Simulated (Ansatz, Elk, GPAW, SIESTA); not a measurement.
## NaNiO₂ (P2_1/c, 8 atoms in the cell) computed with different codes at matched settings

Self-consistent single point.

```yaml
crystal:
  lattice:
    - [5.40214, 0.00000, 0.00000]
    - [0.00000, 3.00088, 0.00000]
    - [-1.42080, 0.00000, 4.80165]
  atoms:
    - { symbol: Na, position: [0.50000, 0.50000, 0.50000] }
    - { symbol: Na, position: [0.50000, 0.00000, 0.00000] }
    - { symbol: Ni, position: [0.00000, 0.50000, 0.00000], spin: 2.0 }
    - { symbol: Ni, position: [0.00000, 0.00000, 0.50000], spin: 2.0 }
    - { symbol: O, position: [0.80556, 0.45579, 0.26238] }
    - { symbol: O, position: [0.19444, 0.54421, 0.73762] }
    - { symbol: O, position: [0.19444, 0.95579, 0.23762] }
    - { symbol: O, position: [0.80556, 0.04421, 0.76238] }
```
(The spins are starting values, not results.)

Shared settings, as Ansatz (a first-principles code) writes them: kpoints.mp_grid.grid = 3 5 3; scf.occupations.method = fermi_dirac; scf.occupations.width = 0.05 eV. Potentials and cutoffs stand in the table.

```
code                                                                                                                       model  largest force (eV/Å)  size of the net moment (μB/atom)       cutoff
------  ------------------------------------------------------------------------------------------------------------------------  --------------------  --------------------------------  -----------
GPAW                                                               LDA (Perdew-Wang 92), GPAW PAW datasets LDA (gpaw-data 1.0.1)                 0.461                              0.25       950 eV
Elk                                          LDA (PW92), all-electron FP-LAPW, Elk's shipped species files, default APW+lo basis                     –                              0.25      default
SIESTA  LDA PW92, numerical atomic orbitals DZP, PseudoDojo LDA standard norm-conserving potentials (rewritten from UPF to PSML)                 0.362                              0.25  grid 350 Ry
Ansatz                                                                                       LDA (PW92), PAW files made with PBE                 0.539                              0.25      default
```

A dash marks a value that a program does not give, or that is left out as unsure.

On Ansatz's run: the magnetic order is the one reached from the typed start; others were not searched systematically.

The spread over the programs that give each value: largest force within 0.177 eV/Å; size of the net moment within 0.00 μB/atom.

SIESTA uses small atom-centred bases, whose incompleteness enters pressures, forces and empty levels differently from a plane-wave cutoff. Elk treats all electrons, but the usual bases taken here (sphere radii, linearisation, local orbitals, empty states) were not tested for convergence, so the values are no reference for the others. In the force vectors, SIESTA (by 0.216) lies more than 0.08 eV/Å from the median of the plane-wave programs.

The shared mesh is coarse (it stands for a supercell whose shortest vector is 15 Å), so the values are not converged in it.

The starting cell comes from a database of computed structures (which also holds hypothetical and non-ambient phases and stackings), without a prior relaxation at this level.

Keys are those of Ansatz 0.2.
